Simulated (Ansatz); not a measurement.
Reference: BeTe (F-43m), PBEsol with spin-orbit coupling, rigid bands (plane waves, PAW; Ansatz, an electronic-structure program); axes and stresses refer to this cell.

```
CELL_PARAMETERS angstrom
      0.00000     2.80237     2.80237
      2.80237     0.00000     2.80237
      2.80237     2.80237     0.00000
ATOMIC_POSITIONS crystal
  Be 0.00000 0.00000 0.00000
  Te 0.75000 0.75000 0.75000
```

The electron conductivity mass comes out as 0.36 mₑ and the hole conductivity mass comes out as 0.38 mₑ. The Seebeck coefficient, n-type 1e19 cm⁻³ is -290 μV/K.

Q: Change: uniaxial stress along [111] of 2 GPa (compression positive). What happens to electron conductivity mass, hole conductivity mass, Seebeck coefficient, n-type 1e19 cm⁻³?

A: electron conductivity mass moves little, to 0.36 mₑ; hole conductivity mass shrinks to 0.33 mₑ; Seebeck coefficient, n-type 1e19 cm⁻³ moves little, to -289 μV/K.

Masses are for dilute carriers at 300 K, harmonic means over directions unless an axis is named. Seebeck coefficients are for the stated density at 300 K, with one relaxation time for all states and whether or not that doping can be reached. Stresses and pressures are the targets of the relaxation.  The structure type is held under load, also where the real crystal would transform.
